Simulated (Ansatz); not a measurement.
Defect: Al vacancy in wurtzite AlN with all lengths changed by +1 %, charge state -3. Calculation: PBE, PAW (plane waves to 420 eV; Ansatz, a first-principles code).

Settings: 72 host sites, the strained lattice (strain from the relaxed PBE one, atoms relaxed), a 2×2×2 k-point mesh shifted by half a step along c, smearing 0.01 eV, spin-restricted, no image-charge correction. Static, classical nuclei. The charge state is imposed; whether it is stable for some Fermi level was not computed. Forms of the defect that were not tried may lie lower.

The step: one Al atom jumps into the vacancy from a nearby Al site; the atom moves 3.08 Å along (-0.97, 0.00, 0.00) of the unit cell; the moving atom starts with neighbours N at 1.81, N at 1.92, N at 1.94, N at 1.96 Å and ends with N at 1.81, N at 1.92, N at 1.94, N at 1.96 Å.

Question: Estimate the migration barrier of this step that PBE, PAW returns for this input.

Answer: 2.42 eV, the same both ways. At the saddle the moving atom has neighbours N at 1.78, 2 N at 2.22, 2 N at 2.29 Å. The saddle point's order was not checked, and it lies on a symmetry element of the cell, where a band can be held.
